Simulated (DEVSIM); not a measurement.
System: abrupt Si n-p junction, at 300 K.

Layer 1 from the left is Si, thickness (μm) 0.150, Nd (cm⁻³) 2.6e16, τn (s) 8.8e-6, τp (s) 8.8e-6. Layer 2 from the left is Si, thickness (μm) 22.0, Na (cm⁻³) 2.2e14, τn (s) 8.8e-6, τp (s) 8.8e-6.

Left contact: ohmic. Right contact: ohmic. Voltage is applied to the left contact. Recombination: SRH at mid-gap, radiative, Auger. Mobility is μmin + (μ − μmin)/(1 + (N/Nref)^α).

Constants are typed, rounded textbook-type inputs, not results; the design itself was drawn at random and stands for no fabricated device. Values at 300 K.

Si: gap (eV) 1.124, affinity (eV) 4.05, permittivity 11.7, Nc (cm⁻³) 2.86e19, Nv (cm⁻³) 3.1e19, μn (cm²/Vs) 1417, μp (cm²/Vs) 470, μn,min 52, μp,min 45, Nref,n 9.7e16, Nref,p 2.2e17, αn 0.68, αp 0.72, B (cm³/s) 4.7e-15, Cn (cm⁶/s) 2.8e-31, Cp (cm⁶/s) 9.9e-32.

**Question.** Estimate by hand the built-in potential, the peak field at zero bias, the capacitance at 3 V, and compare with a numerical solution.

**Answer.** 
- Built-in potential: ni = √(Nc Nv) exp(−Eg/2kT) = 1.08e10 cm⁻³ with Eg = 1.124 eV; Vbi = kT/q ln(Na Nd/ni²) = 0.636 V; numerical 0.636 V.
- Peak field at zero bias: depletion approximation: W = √(2εVbi/(qN)) = 1.94 μm with N = 2.18e14 cm⁻³; field = 2Vbi/W = 6550 V/cm; numerical 10100 V/cm (estimate below by 35 %).
- Capacitance at 3 V: C = √(qεN / 2(Vbi + |V|)) = 2.23 nF/cm²; numerical 2.21 nF/cm² (estimate above by 0.77 %).

DEVSIM, 1D drift-diffusion, Boltzmann statistics, complete ionisation; no tunnelling, impact ionisation, image-force lowering or self-heating.
